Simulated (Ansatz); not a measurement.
Consider MoSi2 (space group I4/mmm, No. 139; a = 3.1740 Å, c = 7.7787 Å; relaxed with 0.1 eV smearing). Axes: x, y, z lie along a, b, c of the conventional cell.

Calculations: LDA (Ansatz, a quantum-chemistry and plane-wave program; PAW; 420 eV plane waves; no SOC).

Strains are applied to the cell and any free atomic positions relax.

One change was made to it. Results:

The pressure (mean of the normal stresses, compression positive) goes from zero to -1.1 GPa; the energy grows by 0.4 meV/atom.

Q: Which change produced these results?
A) uniaxial strain ε_xx = −2.50 %
B) uniaxial strain ε_xx = −2.00 %
C) uniaxial strain ε_xx = +2.50 %
D) uniaxial strain ε_xx = +0.50 %

A: D, uniaxial strain ε_xx = +0.50 %. For comparison, the energy relative to the base in the other runs: uniaxial strain ε_xx = −2.00 % gives +7.2 meV/atom; uniaxial strain ε_xx = −2.50 % gives +11 meV/atom; uniaxial strain ε_xx = +2.50 % gives +10 meV/atom.

Whether these cells are dynamically stable was not tested. All final runs are without spin polarisation.
